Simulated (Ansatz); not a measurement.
Ca(OH)₂ (P-3m1, No. 164), treated with PBEsol (PAW; Ansatz, a first-principles code).

Run with plane-wave cutoff 520 eV, 12×12×8 k mesh (along the axes of the cell as run), Fermi–Dirac smearing 0.01 eV, scalar-relativistic PAW data made under PBE.

Properties against volume:

Shape and atoms are relaxed at each volume.

```
V (Å³/atom)  P (GPa)  direct gap at Γ (eV)  c (Å)  a (Å)
-----------  -------  --------------------  -----  -----
10.053          1.67                 4.353  4.654  3.531
10.262          0.76                 4.271  4.709  3.547
10.472          0.00                 4.194  4.767  3.561
10.681         -0.62                 4.120  4.827  3.574
10.891         -1.13                 4.049  4.890  3.586
```

A straight line through the gaps at Γ against ln V gives a volume deformation potential dE_g(Γ)/d ln V of -3.8 eV: the gap at Γ widens under compression.

Note: the relaxation could not lower the start's symmetry, so the cell can be a saddle point above a distorted one; the bulk modulus comes from volumes at which shape and atoms were relaxed.
